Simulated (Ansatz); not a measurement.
Structures of equal composition on the (111) surface of fcc Ni, ferromagnetic: clean 1x1; top plane shifted to the other hollow. The slabs share one bottom face, and each structure is named by its start. These are constructed structures in small cells; real faces may alloy, dewet or reconstruct in larger ones, and not all known structures of the face are among them. Slabs of about 10 Å with all that they carry, Fermi-Dirac smearing of 0.1 eV. Bottom of the slabs: a bare face, its two planes held. Relaxed from the named starts with such symmetry as they have, on meshes of like density; energies extrapolated to zero smearing; no spin-orbit coupling, no U. Spin-polarised runs, if any, are marked in brackets, and their order is one that fits the cell; the others ran without spin. Where a second, spin-polarised start was run, the lower counts.

Method: PBE (plane waves to 420 eV, PAW; Ansatz, a quantum-chemistry and plane-wave program).

### Question
Order them by energy per 1x1 cell (lowest first) at the level PBE.

### Answer
clean 1x1 (0.000 eV [spin, 3.9 μB a cell]), top plane shifted to the other hollow (0.026 eV [spin, 3.9 μB a cell])
